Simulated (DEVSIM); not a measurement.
System: illuminated Ge p-on-n cell, one wavelength, at 300 K.

```csv
layer (left to right),material,thickness (μm),Nd (cm⁻³),Na (cm⁻³),τn (s),τp (s),absorption coefficient (cm⁻¹)
1,Ge,0.990,-,2.6e18,2.8e-5,3.4e-5,400
2,Ge,30.0,1.7e16,-,0.0001,0.0001,400
```

Left contact: ohmic, minority electron recombination velocity 4000 cm/s. Right contact: ohmic, minority hole recombination velocity 1000 cm/s. Voltage is applied to the left contact. Recombination: SRH at mid-gap, radiative, Auger. Light enters at the left, 1.4e17 photons cm⁻² s⁻¹, one pass, no reflection. Mobility is constant in doping.

The device is made up for the run: typed textbook-type constants, with dimensions and the other settings drawn at random. Values at 300 K.

```tsv
parameter	Ge
gap (eV)	0.664
affinity (eV)	4
permittivity	16
Nc (cm⁻³)	1.04e19
Nv (cm⁻³)	6e18
μn (cm²/Vs)	3900
μp (cm²/Vs)	1900
B (cm³/s)	6.4e-14
Cn (cm⁶/s)	1e-31
Cp (cm⁶/s)	1e-31
```

DEVSIM, 1D drift-diffusion, Boltzmann statistics, complete ionisation; no tunnelling, impact ionisation, image-force lowering or self-heating.

Problem. Tabulate band edges, carrier densities and field at zero bias, in the dark.

Solution. Energies count from the Fermi level of the right contact; mesh points crowd at the junctions.

```json
[
 {"x (μm)": "0.000", "Ec (eV)": "0.642", "Ev (eV)": "-0.022", "n (cm⁻³)": "1.7e8", "p (cm⁻³)": "2.6e18", "field (V/cm)": "≈ 0"},
 {"x (μm)": "0.03182", "Ec (eV)": "0.642", "Ev (eV)": "-0.022", "n (cm⁻³)": "1.7e8", "p (cm⁻³)": "2.6e18", "field (V/cm)": "≈ 0"},
 {"x (μm)": "0.09877", "Ec (eV)": "0.642", "Ev (eV)": "-0.022", "n (cm⁻³)": "1.7e8", "p (cm⁻³)": "2.6e18", "field (V/cm)": "≈ 0"},
 {"x (μm)": "0.2549", "Ec (eV)": "0.642", "Ev (eV)": "-0.022", "n (cm⁻³)": "1.7e8", "p (cm⁻³)": "2.6e18", "field (V/cm)": "≈ 0"},
 {"x (μm)": "0.6757", "Ec (eV)": "0.642", "Ev (eV)": "-0.022", "n (cm⁻³)": "1.7e8", "p (cm⁻³)": "2.6e18", "field (V/cm)": "≈ 0"},
 {"x (μm)": "0.8590", "Ec (eV)": "0.642", "Ev (eV)": "-0.022", "n (cm⁻³)": "1.7e8", "p (cm⁻³)": "2.6e18", "field (V/cm)": "≈ 0"},
 {"x (μm)": "0.9461", "Ec (eV)": "0.642", "Ev (eV)": "-0.022", "n (cm⁻³)": "1.7e8", "p (cm⁻³)": "2.6e18", "field (V/cm)": "≈ 0"},
 {"x (μm)": "0.9910", "Ec (eV)": "0.603", "Ev (eV)": "-0.061", "n (cm⁻³)": "7.8e8", "p (cm⁻³)": "5.6e17", "field (V/cm)": "-70000"},
 {"x (μm)": "1.025", "Ec (eV)": "0.464", "Ev (eV)": "-0.200", "n (cm⁻³)": "1.7e11", "p (cm⁻³)": "2.6e15", "field (V/cm)": "-33000"},
 {"x (μm)": "1.099", "Ec (eV)": "0.277", "Ev (eV)": "-0.387", "n (cm⁻³)": "2.4e14", "p (cm⁻³)": "1.9e12", "field (V/cm)": "-18000"},
 {"x (μm)": "1.279", "Ec (eV)": "0.167", "Ev (eV)": "-0.497", "n (cm⁻³)": "1.6e16", "p (cm⁻³)": "2.7e10", "field (V/cm)": "-440"},
 {"x (μm)": "1.908", "Ec (eV)": "0.166", "Ev (eV)": "-0.498", "n (cm⁻³)": "1.7e16", "p (cm⁻³)": "2.6e10", "field (V/cm)": "≈ 0"},
 {"x (μm)": "3.182", "Ec (eV)": "0.166", "Ev (eV)": "-0.498", "n (cm⁻³)": "1.7e16", "p (cm⁻³)": "2.6e10", "field (V/cm)": "≈ 0"},
 {"x (μm)": "5.973", "Ec (eV)": "0.166", "Ev (eV)": "-0.498", "n (cm⁻³)": "1.7e16", "p (cm⁻³)": "2.6e10", "field (V/cm)": "≈ 0"},
 {"x (μm)": "16.59", "Ec (eV)": "0.166", "Ev (eV)": "-0.498", "n (cm⁻³)": "1.7e16", "p (cm⁻³)": "2.6e10", "field (V/cm)": "≈ 0"},
 {"x (μm)": "24.63", "Ec (eV)": "0.166", "Ev (eV)": "-0.498", "n (cm⁻³)": "1.7e16", "p (cm⁻³)": "2.6e10", "field (V/cm)": "≈ 0"},
 {"x (μm)": "28.30", "Ec (eV)": "0.166", "Ev (eV)": "-0.498", "n (cm⁻³)": "1.7e16", "p (cm⁻³)": "2.6e10", "field (V/cm)": "≈ 0"},
 {"x (μm)": "29.81", "Ec (eV)": "0.166", "Ev (eV)": "-0.498", "n (cm⁻³)": "1.7e16", "p (cm⁻³)": "2.6e10", "field (V/cm)": "≈ 0"},
 {"x (μm)": "30.63", "Ec (eV)": "0.166", "Ev (eV)": "-0.498", "n (cm⁻³)": "1.7e16", "p (cm⁻³)": "2.6e10", "field (V/cm)": "≈ 0"},
 {"x (μm)": "30.84", "Ec (eV)": "0.166", "Ev (eV)": "-0.498", "n (cm⁻³)": "1.7e16", "p (cm⁻³)": "2.6e10", "field (V/cm)": "≈ 0"},
 {"x (μm)": "30.94", "Ec (eV)": "0.166", "Ev (eV)": "-0.498", "n (cm⁻³)": "1.7e16", "p (cm⁻³)": "2.6e10", "field (V/cm)": "≈ 0"},
 {"x (μm)": "30.99", "Ec (eV)": "0.166", "Ev (eV)": "-0.498", "n (cm⁻³)": "1.7e16", "p (cm⁻³)": "2.6e10", "field (V/cm)": "≈ 0"}
]
```
